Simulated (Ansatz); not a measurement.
The parent structure is GaAs in the zinc blende structure (space group F-43m, No. 216).

```
GaAs
1.0
    0.00000     2.83335     2.83335
    2.83335     0.00000     2.83335
    2.83335     2.83335     0.00000
Ga As
1 1
Direct
  0.00000   0.00000   0.00000
  0.25000   0.25000   0.25000
```

Cartesian axes are those of the cell as printed.

All numbers come from DFT with r2SCAN, PAW potentials and a 500 eV plane-wave cutoff in Ansatz (a first-principles code), scalar-relativistic without spin-orbit coupling.

Strains are applied to the cell and any free atomic positions relax.

One change was made to it. Results:

The valence-band top at Γ (three highest levels, from the VBM) goes from 0.00, 0.00, 0.00 eV to 0.00, 0.00, -0.09 eV; the energy goes up by 1.8 meV/atom; the valley order (the lowest conduction-band minima on the path, energy above the VBM, named in the base's zone) becomes Γ 0.81 eV; L along [111] 1.27 eV; a point along [010], about 1.0 Å⁻¹ from Γ 1.66 eV; a point along [001], about 1.0 Å⁻¹ from Γ 1.79 eV (base: Γ 0.96 eV; L along ⟨111⟩ 1.35 eV; a point along ⟨100⟩, about 1.0 Å⁻¹ from Γ 1.72 eV).

Question: Which change produced these results?
(A) uniaxial strain ε_zz = +3.00 %
(B) uniaxial strain ε_zz = +1.50 %
(C) uniaxial strain ε_zz = +2.00 %

Answer: B, uniaxial strain ε_zz = +1.50 %. For comparison, the valley order in the other runs: uniaxial strain ε_zz = +3.00 % gives Γ 0.66 eV; L along [111] 1.19 eV; a point along [010], about 1.0 Å⁻¹ from Γ 1.61 eV; a point along [001], about 1.0 Å⁻¹ from Γ 1.86 eV; uniaxial strain ε_zz = +2.00 % gives Γ 0.76 eV; L along [111] 1.25 eV; a point along [010], about 1.0 Å⁻¹ from Γ 1.65 eV; a point along [001], about 1.0 Å⁻¹ from Γ 1.82 eV.

The levels and masses belong to the bands next to the band gap. No phonon test of stability was made.
